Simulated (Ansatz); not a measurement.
Take Ta in the bcc (W type) structure (space group Im-3m, No. 229; relaxed with 0.1 eV smearing) as the base.

```
Ta
1.0
   -1.65304     1.65304     1.65304
    1.65304    -1.65304     1.65304
    1.65304     1.65304    -1.65304
Ta
1
Direct
  0.00000   0.00000   0.00000
```

The values are results of Ansatz (a first-principles code) r2SCAN, spin-orbit coupling left out, not measurements.

For the base:

| Property | Value |
|---|---|
| Pressure | 0.0 GPa |

It is then changed as follows: every lattice vector is shortened by 1.43 %, atoms relaxed at fixed cell.

**Question.** Predict the new energy relative to the base and pressure.

**Answer.** The energy goes up by 22 meV/atom; the pressure goes from zero to 9.4 GPa.

The cells carry an imposed strain or load. Whether these cells are dynamically stable was not tested. All final runs are without spin polarisation.
